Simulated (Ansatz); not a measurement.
The starting structures come from a database of crystals and need not be the phases stable at ambient conditions.

 Where the default PAW files enter, the runs use the earlier of Ansatz's two default sets.

Inside the gap of an insulator the Bloch states are evanescent, with a wavenumber k + iκ along the transport direction.

Consider the following.

```yaml
crystal:
  lattice:
    - [5.27398, 0.00000, 0.00000]
    - [0.00000, 5.27398, 0.00000]
    - [0.00000, 0.00000, 5.27398]
  atoms:
    - { symbol: S, position: [0.00000, 0.00000, 0.00000] }
    - { symbol: S, position: [0.50000, 0.50000, 0.50000] }
    - { symbol: Au, position: [0.75000, 0.75000, 0.75000] }
    - { symbol: Au, position: [0.75000, 0.25000, 0.25000] }
    - { symbol: Au, position: [0.25000, 0.25000, 0.75000] }
    - { symbol: Au, position: [0.25000, 0.75000, 0.25000] }
```

Space group of this cell: Pn-3m. The cell is taken as given.

Transport runs along the normal of the first two printed cell vectors, the (001) plane of the conventional cell.

No gap correction and no spin-orbit coupling; mid-gap values are interpolated between computed energies.

### Question
Estimate the band gap and the smallest decay constant κ at mid-gap that Ansatz (a quantum-chemistry and plane-wave program) with r2SCAN returns for this system.

### Answer
Gap 2.43 eV on a 6×6×6 mesh; κ = 0.156 1/Å, at the zone centre.
